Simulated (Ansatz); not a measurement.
Base system: GaAs in the rock salt structure (space group Fm-3m, No. 225; a = 5.3297 Å; a hypothetical phase, not in the database extracts checked). Axes: x, y, z lie along the cube axes.

Method: Ansatz (a first-principles code), r2SCAN, PAW, cutoff 500 eV, spin-orbit coupling left out.

Now apply this change: the cell is scaled by 1.0116 in all directions; the atoms relax in the strained cell.

Problem. Predict the stress tensor and what it implies for the stiffness.

Solution. Stress of the strained cell less that of the base (GPa, compression positive):
```
   -2.6     0.0     0.0
    0.0    -2.6     0.0
    0.0     0.0    -2.6
```

Then B = −ΔP/(ΔV/V₀) with ΔV/V₀ = 0.0352 gives secant stiffness values (nonlinear terms included at this strain): B ≈ 74 GPa.

As a check, the harmonic strain energy −½ V₀ Δσ:ε is 5.4 meV/atom; the computed energy rise is 5.6 meV/atom.

Stability against distortions was not tested. The final runs are not spin-polarised.
